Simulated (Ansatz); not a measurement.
ZnS under a change: tensor shear ε_xz = +0.33 %

Start from ZnS in the wurtzite structure (space group P6_3mc, No. 186; a = 3.782 Å, c = 6.208 Å). Axes: x lies along a and z along c of the hexagonal cell.

Modification: a pure shear with ε_xz = ε_zx = 0.0033; the atoms relax in the strained cell.

Calculations: PBEsol (Ansatz, a first-principles code), no SOC. Γ-centred 10×10×6 mesh, Fermi–Dirac width 0.05 eV.

* **Volume per atom**: 19.23 Å³ (base 19.23 Å³)
* **Space group**: Cc (No. 9) (base P6_3mc (No. 186))
* **Shortest interatomic distance**: 2.318 Å (base 2.319 Å)
* **Energy relative to the base (free energy F)**: +0.1 meV/atom
* **Pressure (mean of the normal stresses, compression positive)**: 0.00 GPa (base 0.00 GPa)
* **Band gap**: 2.15 eV (base 2.15 eV)
* **Gap character**: direct at Γ (base direct at Γ)
* **Electron mass**: 0.16 mₑ along z, 0.18 mₑ across (at Γ) (base 0.16 mₑ along c, 0.18 mₑ across (at Γ))
* **Valence-band top at Γ (three highest levels, from the VBM)**: 0.00, 0.00, -0.09 eV (base 0.00, 0.00, -0.09 eV)
* **Stress (xx, yy, zz, yz, xz, xy; compression positive)**: (0.00, 0.00, 0.00, 0.00, -0.19, 0.00) GPa

Effective masses come from finite differences of ±0.01 Å⁻¹. Whether these cells are dynamically stable was not tested. Labels are those of the standard path for the cell's own space group.
